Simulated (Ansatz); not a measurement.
The starting structures come from a database of crystals and need not be the phases stable at ambient conditions.

 Where the default PAW files enter, the runs use the earlier of Ansatz's two default sets.

Tunnelling through a barrier is set by its complex band structure: the current falls as exp(−2κd) with the smallest κ.

Data:

```
BeLiBO3
1.0
    4.75362     0.00000     0.00000
    0.47331     5.98817     0.00000
   -2.30888     1.57333     3.70149
Li Be B O
2 2 2 6
Direct
  0.13277   0.66196   0.87635
  0.86723   0.33804   0.12365
  0.72600   0.84588   0.08192
  0.27400   0.15412   0.91808
  0.40059   0.77222   0.47112
  0.59941   0.22778   0.52888
  0.09771   0.76134   0.42549
  0.90229   0.23866   0.57451
  0.68715   0.70880   0.81371
  0.31285   0.29120   0.18629
  0.42185   0.84551   0.16491
  0.57815   0.15449   0.83509
```

Space group of this cell: P-1. The cell is taken as given; by r2SCAN its mean pressure is -4.5 GPa.

Transport runs along the normal of the first two printed cell vectors.

No gap correction and no spin-orbit coupling; mid-gap values are interpolated between computed energies.

Predict the band gap and the smallest decay constant κ at mid-gap from Ansatz (an electronic-structure program) with r2SCAN.

Gap 6.68 eV on a 8×6×8 mesh; κ = 0.528 1/Å, at the zone centre.
